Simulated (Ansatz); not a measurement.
Take SnTe in the rock salt structure (space group Fm-3m, No. 225; a = 6.409 Å) as the base.

All numbers come from PBE (Ansatz, an electronic-structure program, PAW, scalar-relativistic without spin-orbit coupling), earlier PAW set.

Before the change:

| Quantity | Result |
|---|---|
| Band gap | 0.05 eV |
| Lattice parameter a | 6.409 Å |

Perturbation: cell and atoms relaxed at a pressure of 30 GPa.

**Question.** What happens to the band gap?

**Answer.** The band gap becomes zero (base: 0.05 eV).

**Question.** What does the calculation give for the lattice parameter a after the change?

**Answer.** The lattice parameter a falls by 0.700 Å (6.409 Å → 5.709 Å).

Spin-orbit coupling, missing from the scalar runs, can matter with Te. Load acts through the strain it causes; cell and atoms are relaxed under it. Stability against distortions was not tested. Competing high-pressure phases were not computed. All final runs are without spin polarisation. A zero or small gap of SnTe can be the functional's error rather than a property of the material.
